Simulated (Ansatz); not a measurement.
AlN (Fm-3m, No. 225, 2 atoms in the cell; start mp-1330; high-pressure phase) was calculated with LDA (PAW; Ansatz, a program for electronic structure).

Numerical settings: plane-wave cutoff 520 eV, 14×14×14 k mesh, Fermi–Dirac smearing 0.01 eV, scalar-relativistic PAW data made under PBE.

Cell (relaxed at this level):

```xyz
2
Lattice="0.0000 2.0056 2.0056 2.0056 0.0000 2.0056 2.0056 2.0056 0.0000" Properties=species:S:1:pos:R:3 pbc="T T T"
Al     2.0056     2.0056     2.0056
N      0.0000     0.0000     0.0000
```

Predict the band gap and bulk modulus B0.


- band gap: 4.71 eV (on the SCF k mesh)
- bulk modulus B0: 277 GPa

Note: the relaxation could not lower the start's symmetry, so the cell can be a saddle point above a distorted one; the bulk modulus is −V dP/dV from two relaxed cells at ±2 % in volume.

Static lattice: no zero-point or thermal effects.

A start named mp-… is a Materials Project structure, which need not be a measured phase.
